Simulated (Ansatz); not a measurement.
Given:

```
ZnCu2SnS4
1.0
   -2.67868     2.65874     5.32154
    2.67868    -2.65874     5.32154
    2.67868     2.65874    -5.32154
Cu Zn Sn S
2 1 1 4
Cartesian
  0.00000   0.00000   0.00033
  0.00000   2.65874   2.65925
  2.67868   0.00000   2.66231
  0.00000   0.00000   5.32109
  1.44266  -1.38522   6.70828
  1.28474   1.22406  -1.38669
  1.23603   4.04396   1.38674
  1.39394   1.43468   3.93485
```

No spin polarisation.

All numbers come from Kohn–Sham DFT with the LDA functional, run in Ansatz (a first-principles code) with PAW and 420 eV plane waves, without spin-orbit coupling. Settings: 9×9×9 k-points, 0.05 eV Fermi–Dirac smearing.

**Question.** Predict the band gap, valence-band top at Γ, stress and gap character.

**Answer.** The band gap is 0.11 eV, the valence-band top at Γ (three highest levels, from the VBM) comes out as 0.00, -0.04, -0.06 eV and the stress (xx, yy, zz, yz, xz, xy; compression positive) is (-0.85, -0.54, -0.55, 0.00, 0.00, 0.00) GPa. The gap character is direct at Γ.

The cells carry an imposed strain or load. No phonon test of stability was made. All final runs are without spin polarisation. The cell was made from ZnCu₂SnS₄ (space group I-4, No. 82) by this change: uniaxial strain ε_xx = +0.75 %. A zero or small gap of ZnCu2SnS4 can be the functional's error rather than a property of the material.
